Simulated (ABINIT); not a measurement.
A self-consistent single point of FeCo (Pm-3m, 2 atoms in the cell) with ABINIT.

Method: PBE, norm-conserving pseudopotentials (PseudoDojo nc-sr-05 PBE standard) (plane waves; ABINIT).

The change in words: lattice scaled by 0.98. Reference geometry:
```
CELL_PARAMETERS angstrom
      2.78679     0.00000     0.00000
      0.00000     2.78679     0.00000
      0.00000     0.00000     2.78679
ATOMIC_POSITIONS crystal
  Fe 0.00000 0.00000 0.00000
  Co 0.50000 0.50000 0.50000
```
Moments meant for the start (each program seeds them in its own way; μB, in the order of the atoms Fe Co): 4.0 3.0.

Reference input (self-consistent single point, DFT, PBE, plane waves, norm-conserving pseudopotentials (PseudoDojo nc-sr-05 PBE standard)): pseudos = [Fe.upf, Co.upf]; ecut = 1306 eV; nsppol = 2; occopt = 7; tsmear = 0.05 eV; ngkpt = 16 16 16; nshiftk = 1; shiftk = 0 0 0; potentials = PseudoDojo nc-sr-05 PBE standard; nband = 27; kptopt = 1; nstep = 100. This run's input differs from it in these lines:

```diff
@@ -3,3 +3,3 @@
 pseudos "Fe.upf, Co.upf"
-acell 2.7867920000 2.7867920000 2.7867920000 Angstrom
+acell 2.7310560000 2.7310560000 2.7310560000 Angstrom
 rprim
@@ -14,3 +14,3 @@
          0.0000000000    0.0000000000    0.0000000000
-         1.3933960000    1.3933960000    1.3933960000
+         1.3655280000    1.3655280000    1.3655280000
       Angstrom
```

The program printed (abridged):

```
--- !BeginCycle
solver: {iscf: 7, nstep: 100, nline: 4, wfoptalg: 0, }
tolerances: {tolvrs: 1.00E-10, }
...

     iter   Etot(hartree)     deltaE(h) residm    vres2    magn
 ETOT  1  -278.19883303333    -2.78E+02 3.78E-01 2.68E+02 4.724
 ETOT  2  -277.08754241262     1.11E+00 1.65E-01 1.33E+04 4.302
 ETOT  3  -278.33591320170    -1.25E+00 1.40E-02 3.55E+02 4.387
 ETOT  4  -278.37258616040    -3.67E-02 4.57E-03 1.31E+01 4.397
 ETOT  5  -278.37459319105    -2.01E-03 2.92E-03 2.51E-01 4.382
   [... 5 lines left out ...]
 ETOT 11  -278.37464282350    -1.10E-08 5.87E-04 4.40E-07 4.396
 ETOT 12  -278.37464282355    -4.72E-11 1.44E-03 5.06E-10 4.396
 ETOT 13  -278.37464282355     7.96E-13 3.60E-04 3.19E-10 4.396
 ETOT 14  -278.37464282355     1.59E-12 7.17E-04 1.46E-12 4.396
 At SCF step   14       vres2   =  1.46E-12 < tolvrs=  1.00E-10 =>converged.

 Cartesian components of stress tensor (hartree/bohr^3)
  sigma(1 1)= -1.08650726E-03  sigma(3 2)=  0.00000000E+00
  sigma(2 2)= -1.08650726E-03  sigma(3 1)=  0.00000000E+00
  sigma(3 3)= -1.08650726E-03  sigma(2 1)=  0.00000000E+00

 Integrated electronic and magnetization densities in atomic spheres:
 Radius=ratsph(iatom), smearing ratsm=  0.0000. Diff(up-dn)=approximate z local magnetic moment.
 Atom    Radius    up_density   dn_density  Total(up+dn)  Diff(up-dn)
    1   2.00000     8.432967     5.728467     14.161433     2.704500
    2   2.00000     8.560873     6.782111     15.342984     1.778761
  Sum:             16.993840    12.510578     29.504418     4.483262
 Total magnetization (from the atomic spheres):             4.483262
   [... lines left out ...]
 Total magnetization (exact up - dn):                       4.395990
 Fermi (or HOMO) energy (hartree) =   0.54547   Average Vxc (hartree)=  -0.53510
 Fermi (or HOMO) energy (eV) =  14.84293   Average Vxc (eV)= -14.56086
   [... lines left out ...]
total_energy        : -2.78374642823546E+02
total_energy_eV     : -7.57495926276189E+03
band_energy         : -2.22327299291691E+01
...

-Cartesian components of stress tensor (GPa)         [Pressure=  3.1966E+01 GPa]
- sigma(1 1)= -3.19661419E+01  sigma(3 2)=  0.00000000E+00
- sigma(2 2)= -3.19661419E+01  sigma(3 1)=  0.00000000E+00
- sigma(3 3)= -3.19661419E+01  sigma(2 1)=  0.00000000E+00

 Calculation completed.
```

The run converged in 14 iterations. Against the reference run the free energy goes up by 90.5 meV/atom, the pressure goes from 14.54 to 31.97 GPa and the size of the net moment goes from 2.26 to 2.20 μB/atom.

The starting cell comes from a database of computed structures (which also holds hypothetical and non-ambient phases and stackings), without a prior relaxation at this level. Its lattice was rescaled by a random factor within 2.5 % of one. For this run, on top of that: lattice scaled by 0.98. The magnetic order is the one reached from the typed start; others were not searched systematically. With a pressure of about 32 GPa the cell is away from its equilibrium volume at this level.

Cost on one core of a shared machine: roughly 8 min.
